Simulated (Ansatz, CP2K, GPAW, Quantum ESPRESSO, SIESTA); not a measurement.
## Sr2H3I (P1, 6 atoms in the cell) computed with different codes at matched settings

Self-consistent single point, at a second geometry (atoms moved at random). First geometry:

```xyz
6
Lattice="4.2427 0.0000 0.0000 -2.1214 3.6743 0.0000 0.0000 0.0000 7.6828" Properties=species:S:1:pos:R:3 pbc="T T T"
Sr     2.1214     1.2248     5.2140
Sr     0.0000     2.4495     2.4688
H      0.0000     0.0000     3.8414
H      2.1214     1.2248     2.7447
H      0.0000     2.4495     4.9381
I      0.0000     0.0000     0.0000
```

Second geometry:
```
Sr2H3I
1.0
    4.24273     0.00000     0.00000
   -2.12136     3.67431     0.00000
    0.00000     0.00000     7.68275
Sr H I
2 3 1
Direct
  0.66706   0.33151   0.67923
  0.33841   0.67539   0.32423
  0.00072   0.00153   0.49321
  0.66687   0.31859   0.35713
  0.33051   0.67183   0.64027
  0.99642   0.00113   0.00593
```

Shared settings, as Ansatz (an electronic-structure program) writes them: kpoints.mp_grid.grid = 6 6 3; scf.occupations.method = fermi_dirac; scf.occupations.width = 0.0015 Ry. Potentials and cutoffs stand in the table.

```tsv
code	model	ΔF from the first geometry (meV/atom)	pressure (GPa)	largest force (eV/Å)	gap on the mesh (eV)	cutoff
CP2K	PBEsol, GPW, DZVP-MOLOPT-SR-GTH basis, GTH-PBE potentials (GTH_POTENTIALS)	2.6	-2.69	0.210	1.024	grid 500 Ry
Quantum ESPRESSO	PBEsol, PseudoDojo standard norm-conserving (PBESOL) pseudopotentials	3.3	-1.67	0.251	2.024	75 Ry
SIESTA	GGA PBEsol, numerical atomic orbitals DZP, PseudoDojo PBEsol standard norm-conserving potentials (rewritten from UPF to PSML)	6.8	2.26	0.632	2.638	grid 300 Ry
GPAW	PBEsol, GPAW PAW datasets PBEsol (made by gpaw-setup)	3.4	-1.41	0.259	2.040	850 eV
Ansatz	PBEsol, default PAW files made with PBE	3.3	-1.69	0.251	2.023	default
```

Size of the force on each atom (eV/Å): Sizes of forces hide their directions.

| code | Sr1 | Sr2 | H3 | H4 | H5 | I6 |
|---|---|---|---|---|---|---|
| CP2K | 0.064 | 0.126 | 0.108 | 0.210 | 0.090 | 0.164 |
| Quantum ESPRESSO | 0.079 | 0.249 | 0.111 | 0.251 | 0.109 | 0.134 |
| SIESTA | 0.384 | 0.632 | 0.145 | 0.415 | 0.344 | 0.180 |
| GPAW | 0.084 | 0.259 | 0.111 | 0.253 | 0.115 | 0.137 |
| Ansatz | 0.079 | 0.249 | 0.110 | 0.251 | 0.110 | 0.134 |

Gaps are read on the mesh.

On Ansatz's run: spin-orbit coupling is off.

The spread over the programs that give each value: ΔF from the first geometry within 4.2 meV/atom; pressure within 4.95 GPa; largest force within 0.422 eV/Å; gap on the mesh within 1.614 eV.

CP2K and SIESTA use small atom-centred bases, whose incompleteness enters pressures, forces and empty levels differently from a plane-wave cutoff. Ansatz's pressure is given at a fixed set of plane waves, as the other plane-wave codes print theirs; with its correction for the finite basis it is -1.64 GPa. In the pressure, CP2K (by 1.02) and SIESTA (by 3.93) lie more than 1 GPa from the median of the plane-wave programs. In the gap, CP2K (by 0.999) and SIESTA (by 0.614) lie more than 0.12 eV from the median of the plane-wave programs. In the force vectors, CP2K (by 0.130) and SIESTA (by 0.405) lie more than 0.08 eV/Å from the median of the plane-wave programs.

The starting cell comes from a database of computed structures (which also holds hypothetical and non-ambient phases and stackings), without a prior relaxation at this level. For this run, on top of that: atoms moved at random.

Keys are those of Ansatz 0.2.
